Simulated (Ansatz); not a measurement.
System: C11b MoSi₂. Method: RPBE (Ansatz, an electronic-structure program, plane waves, PAW).

Numerical settings: plane-wave cutoff 520 eV, 24×24×24 k mesh, Fermi–Dirac smearing 0.05 eV, no spin polarisation, scalar-relativistic PAW data made under PBE.

Properties against volume:

Shape and atoms are relaxed at each volume.

```
V (Å³/atom)  P (GPa)  c (Å)  a (Å)
-----------  -------  -----  -----
13.201          8.84  7.812  3.184
13.476          4.18  7.858  3.208
13.751          0.00  7.904  3.231
14.026         -3.74  7.949  3.254
14.301         -7.09  7.995  3.276
```

Note: the bulk modulus comes from volumes at which shape and atoms were relaxed.
